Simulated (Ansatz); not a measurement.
System: BGeCN (model structure, started from the AlSiCN type, P3m1, No. 156, 4 atoms in the cell). Method: HSE06 (plane waves, PAW; Ansatz, a first-principles code).

Settings: plane-wave cutoff 460 eV, 9×9×6 k mesh (along the axes of the cell as run), Fermi–Dirac smearing 0.01 eV, scalar-relativistic PAW data made under PBE.

Cell (relaxed with PBE-D3(BJ)):

Space group P3m1 (No. 156); a = b = 2.9564 Å, c = 4.7945 Å, α = β = 90.00°, γ = 120.00°

| atom | site | symmetry | x | y | z |
|---|---|---|---|---|---|
| B | 1b | 3m. | 0.3333 | 0.6667 | 0.4882 |
| Ge | 1c | 3m. | 0.6667 | 0.3333 | 0.0030 |
| C | 1b | 3m. | 0.3333 | 0.6667 | 0.1573 |
| N | 1c | 3m. | 0.6667 | 0.3333 | 0.6015 |

Question: Estimate the band gap and smallest direct gap on the k points sampled that the calculation returns.

Answer: 
band gap: 3.10 eV (indirect)
smallest direct gap on the k points sampled: 3.42 eV

Note: the relaxation could raise the start's symmetry but not lower it, so the cell can be a saddle point; cell and atoms aren't relaxed at this level (largest force component 0.34 eV/Å, pressure -2.6 GPa).

Spin–orbit coupling is not included.

A model structure was made by putting elements into a prototype or built by hand; it is no filed structure, need not be a known phase, and can be a saddle point held by its symmetry.
